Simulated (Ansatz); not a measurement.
# A computed series for PtSe2: pressure series

Base system: PtSe2 in the CdI2 type structure (space group P-3m1, No. 164; a = 3.731 Å, c = 5.256 Å; layered, stacked along the Cartesian z axis).

Cell and atoms are relaxed at each pressure.

Method: Ansatz (an electronic-structure program) r2SCAN+rVV10, no spin-orbit coupling.

```
change             shortest interatomic distance  band gap      density
-----------------  -----------------------------  --------  -----------
base                                     2.515 Å      zero   9.25 g/cm³
pressure −1 GPa                          2.516 Å   0.34 eV   8.67 g/cm³
pressure 0.9 GPa                         2.513 Å      zero   9.57 g/cm³
pressure 2.1 GPa                      (withheld)      zero   9.83 g/cm³
pressure 4.5 GPa                         2.502 Å      zero  10.20 g/cm³
pressure 9 GPa                        (withheld)      zero  10.69 g/cm³
pressure 15 GPa                          2.469 Å      zero  11.19 g/cm³
pressure 22.5 GPa                        2.448 Å      zero  11.70 g/cm³
pressure 30 GPa                          2.430 Å      zero  12.14 g/cm³
```

Task: Some entries are withheld; estimate them.

Result: 
- pressure 2.1 GPa, shortest interatomic distance: 2.510 Å
- pressure 9 GPa, shortest interatomic distance: 2.487 Å

Spin-orbit coupling, missing from the scalar runs, can matter with Pt. Load acts through the strain it causes; cell and atoms are relaxed under it. Stability against distortions was not tested. Competing high-pressure phases were not computed. The final runs are not spin-polarised. The zero or small gap of PtSe2 can change with the level of theory.
